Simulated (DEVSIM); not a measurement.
Device: Au/SiO2/p-GaSb capacitor, at 400 K.

```
layer (left to right)  material  thickness (nm)  Na (cm⁻³)
---------------------  --------  --------------  ---------
1                          SiO2            22.0          -
2                          GaSb            3200     3.5e16
```

Metal gate on the left, work function 5.1 eV. Fixed charge at the semiconductor interface 0 cm⁻² (in units of +e); interface traps 3e11 cm⁻² eV⁻¹, uniform in energy, neutral level at 0.5 of the gap above the valence band.

Constants are typed, rounded textbook-type inputs, not results; the design itself was drawn at random and stands for no fabricated device. Values at 300 K; Nc and Nv go as T^1.5, mobilities as T to minus their exponent, the gap by Varshni's rule with the affinity fixed.

| parameter | SiO2 | GaSb |
|---|---|---|
| gap (eV) | 9 | 0.726 |
| affinity (eV) | 0.9 | 4.06 |
| permittivity | 3.9 | 15.7 |
| Nc (cm⁻³) | - | 2.1e17 |
| Nv (cm⁻³) | - | 1.8e19 |
| Varshni α (eV/K) | - | 0.00042 |
| Varshni β (K) | - | 140 |

Simulated with DEVSIM: 1D Poisson equation in equilibrium, Boltzmann statistics, complete ionisation; no quantum confinement or tunnelling. Metal contacts follow the ideal Schottky-Mott rule: no Fermi-level pinning, no interface dipoles.

Question: Tabulate band edges, carrier densities and field at -0.9 V on the gate.

Answer: Energies count from the Fermi level of the right contact; mesh points crowd at the junctions.

```json
[
 {"x (μm)": "0.000", "Ec (eV)": "5.100", "Ev (eV)": "-3.900", "n (cm⁻³)": "< 1e2", "p (cm⁻³)": "< 1e2", "field (V/cm)": "-610000"},
 {"x (μm)": "0.001472", "Ec (eV)": "5.011", "Ev (eV)": "-3.989", "n (cm⁻³)": "< 1e2", "p (cm⁻³)": "< 1e2", "field (V/cm)": "-610000"},
 {"x (μm)": "0.004609", "Ec (eV)": "4.821", "Ev (eV)": "-4.179", "n (cm⁻³)": "< 1e2", "p (cm⁻³)": "< 1e2", "field (V/cm)": "-610000"},
 {"x (μm)": "0.01100", "Ec (eV)": "4.434", "Ev (eV)": "-4.566", "n (cm⁻³)": "< 1e2", "p (cm⁻³)": "< 1e2", "field (V/cm)": "-610000"},
 {"x (μm)": "0.01891", "Ec (eV)": "3.954", "Ev (eV)": "-5.045", "n (cm⁻³)": "< 1e2", "p (cm⁻³)": "< 1e2", "field (V/cm)": "-610000"},
 {"x (μm)": "0.02124", "Ec (eV)": "3.813", "Ev (eV)": "-5.187", "n (cm⁻³)": "< 1e2", "p (cm⁻³)": "< 1e2", "field (V/cm)": "-610000"},
 {"x (μm)": "0.02241", "Ec (eV)": "0.602", "Ev (eV)": "-0.086", "n (cm⁻³)": "8.5e9", "p (cm⁻³)": "2.3e18", "field (V/cm)": "-130000"},
 {"x (μm)": "0.02582", "Ec (eV)": "0.568", "Ev (eV)": "-0.119", "n (cm⁻³)": "2.2e10", "p (cm⁻³)": "8.7e17", "field (V/cm)": "-76000"},
 {"x (μm)": "0.03246", "Ec (eV)": "0.532", "Ev (eV)": "-0.155", "n (cm⁻³)": "6.4e10", "p (cm⁻³)": "3.1e17", "field (V/cm)": "-39000"},
 {"x (μm)": "0.04794", "Ec (eV)": "0.494", "Ev (eV)": "-0.193", "n (cm⁻³)": "1.9e11", "p (cm⁻³)": "1.0e17", "field (V/cm)": "-15000"},
 {"x (μm)": "0.08406", "Ec (eV)": "0.467", "Ev (eV)": "-0.221", "n (cm⁻³)": "4.3e11", "p (cm⁻³)": "4.6e16", "field (V/cm)": "-3400"},
 {"x (μm)": "0.2209", "Ec (eV)": "0.457", "Ev (eV)": "-0.230", "n (cm⁻³)": "5.6e11", "p (cm⁻³)": "3.5e16", "field (V/cm)": "-29"},
 {"x (μm)": "0.4874", "Ec (eV)": "0.457", "Ev (eV)": "-0.230", "n (cm⁻³)": "5.6e11", "p (cm⁻³)": "3.5e16", "field (V/cm)": "≈ 0"},
 {"x (μm)": "1.109", "Ec (eV)": "0.457", "Ev (eV)": "-0.230", "n (cm⁻³)": "5.6e11", "p (cm⁻³)": "3.5e16", "field (V/cm)": "≈ 0"},
 {"x (μm)": "2.437", "Ec (eV)": "0.457", "Ev (eV)": "-0.230", "n (cm⁻³)": "5.6e11", "p (cm⁻³)": "3.5e16", "field (V/cm)": "≈ 0"},
 {"x (μm)": "2.886", "Ec (eV)": "0.457", "Ev (eV)": "-0.230", "n (cm⁻³)": "5.6e11", "p (cm⁻³)": "3.5e16", "field (V/cm)": "≈ 0"},
 {"x (μm)": "3.083", "Ec (eV)": "0.457", "Ev (eV)": "-0.230", "n (cm⁻³)": "5.6e11", "p (cm⁻³)": "3.5e16", "field (V/cm)": "≈ 0"},
 {"x (μm)": "3.163", "Ec (eV)": "0.457", "Ev (eV)": "-0.230", "n (cm⁻³)": "5.6e11", "p (cm⁻³)": "3.5e16", "field (V/cm)": "≈ 0"},
 {"x (μm)": "3.204", "Ec (eV)": "0.457", "Ev (eV)": "-0.230", "n (cm⁻³)": "5.6e11", "p (cm⁻³)": "3.5e16", "field (V/cm)": "≈ 0"},
 {"x (μm)": "3.215", "Ec (eV)": "0.457", "Ev (eV)": "-0.230", "n (cm⁻³)": "5.6e11", "p (cm⁻³)": "3.5e16", "field (V/cm)": "≈ 0"},
 {"x (μm)": "3.220", "Ec (eV)": "0.457", "Ev (eV)": "-0.230", "n (cm⁻³)": "5.6e11", "p (cm⁻³)": "3.5e16", "field (V/cm)": "≈ 0"},
 {"x (μm)": "3.222", "Ec (eV)": "0.457", "Ev (eV)": "-0.230", "n (cm⁻³)": "5.6e11", "p (cm⁻³)": "3.5e16", "field (V/cm)": "≈ 0"}
]
```
